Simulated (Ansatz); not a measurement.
Functionals compared on the (21-33) surface of hcp Os in its 1x1 cell, outermost plane spacing 0.13 Å in the ideal cut, in Ansatz (plane waves, PAW). The structure was relaxed with PBE; the other rows are single points on it, each with its references at the same level. Cutoff 420 eV (500 eV for r2SCAN).

Model: 28-atom slab, 10.1 Å thick at the start (thin: gaps and levels are the slab's own), 8x5x1 mesh, Fermi-Dirac 0.1 eV, dipole correction, all atoms relaxed; start symmetry kept, larger cells not searched; no spin, no spin-orbit, no U. These notes are the PBE run's.

| functional | surface energy (J/m²) | work function of the top face (eV) | rough cost of the single point |
|---|---|---|---|
| PBE | 3.76 | 5.01 | – |
| LDA | 4.36 | 5.34 | about 8 core-minutes (a rough figure) |
| PBEsol | 4.22 | 5.12 | about 9 core-minutes (a rough figure) |
| RPBE | ? | ? | around 9 core-minutes (rough) |
| r2SCAN | 4.04 | 5.05 | roughly 15 core-minutes |

Question: Complete the blanks.

Answer: 
- RPBE, surface energy (J/m²): 3.52
- RPBE, work function of the top face (eV): 4.86

Ansatz is a program for electronic structure.
